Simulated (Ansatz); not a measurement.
Take ZrSe₂ in the CdI2 type structure (space group P-3m1, No. 164; layered, stacked along the Cartesian z axis) as the base.

```
ZrSe2
1.0
    3.73508     0.00000     0.00000
   -1.86754     3.23468     0.00000
    0.00000     0.00000     6.03154
Zr Se
1 2
Direct
  0.00000   0.00000   0.00000
  0.33333   0.66667   0.26507
  0.66667   0.33333   0.73493
```

Cartesian axes are those of the cell as printed.

The values are results of plane-wave PAW DFT at the PBE-D3(BJ) level (Ansatz, a quantum-chemistry and plane-wave program, 420 eV), without spin-orbit coupling, not measurements.

Base values:

- Volume per atom: 24.29 Å³
- Pressure: 0.0 GPa
- Band gap: zero

It is then changed as follows: compressive biaxial strain of 1.66 % in the plane normal to [001], as in epitaxy on a mismatched substrate; the out-of-plane cell vector and the atoms relax.

Question: Predict the new volume per atom.

Answer: The volume per atom decreases by 0.65 Å³ to 23.64 Å³.

Question: Predict the new pressure.

Answer: The pressure (mean of the normal stresses, compression positive) goes from zero to 1.5 GPa.

Question: What does the calculation give for the band gap after the change?

Answer: The band gap is still zero.

No phonon test of stability was made. The final runs are not spin-polarised. Gaps under 0.05 eV, about the width of the smearing, are given as zero. The zero or small gap of ZrSe2 can change with the level of theory.
